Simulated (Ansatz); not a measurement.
# Effect of uniaxial strain ε_xx = −1.56 % on InSb

Take InSb in the zinc blende structure (space group F-43m, No. 216; a = 6.5559 Å) as the base. Axes: x, y, z lie along the cube axes.

It is then changed as follows: uniaxial strain ε_xx = −1.56 %, all other strain components held at zero; the atoms relax in the strained cell.

Method: Ansatz (a program for electronic structure) r2SCAN, without spin-orbit coupling. Γ-centred 12×12×12 mesh, Fermi–Dirac width 0.05 eV.

| quantity | base | changed | shift |
|---|---|---|---|
| volume per atom | 35.22 Å³ | 34.67 Å³ | -0.55 Å³ |
| space group | F-43m (No. 216) | I-4m2 (No. 119) | – |
| shortest interatomic distance | 2.839 Å | 2.824 Å | -0.015 Å |
| energy relative to the base (free energy F) | 0 meV/atom | +1.7 meV/atom | +1.7 meV/atom |
| pressure (mean of the normal stresses, compression positive) | 0.0 GPa | 0.7 GPa | +0.7 GPa |
| band gap | zero | 0.07 eV | – |
| gap character | – | direct at Γ | – |
| valence-band top at Γ (three highest levels, from the VBM) | – | 0.00, -0.08, -0.08 eV | – |
| valley order (the lowest conduction-band minima on the path, energy above the VBM, named in the base's zone) | Γ 0.02 eV; L along ⟨111⟩ 0.77 eV; a point along ⟨100⟩, about 0.8 Å⁻¹ from Γ 1.48 eV | Γ 0.07 eV; L along [1-1-1] 0.75 eV; a point along [100], about 0.8 Å⁻¹ from Γ 1.33 eV; a point along [001], about 0.8 Å⁻¹ from Γ 1.45 eV | – |
| stress (xx, yy, zz, yz, xz, xy; compression positive) (rough) | – | (1.0, 0.6, 0.6, 0.0, 0.0, 0.0) GPa | – |

Final structure:

```
CELL_PARAMETERS angstrom
      0.00000     3.27796     3.27796
      3.22683     0.00000     3.27796
      3.22683     3.27796     0.00000
ATOMIC_POSITIONS crystal
  Sb 0.75000 0.75000 0.75000
  In 0.00000 0.00000 0.00000
```

Without a gap, meshes like the base's 12×12×12 leave anisotropic stresses uncertain by several tenths of a GPa, and small strain energies with them. Spin-orbit coupling, missing from the scalar runs, can matter with Sb. Whether these cells are dynamically stable was not tested. The final runs are not spin-polarised. Gaps under 0.05 eV, about the width of the smearing, are given as zero. A zero or small gap of InSb can be the functional's error rather than a property of the material. Labels are those of the standard path for the cell's own space group.
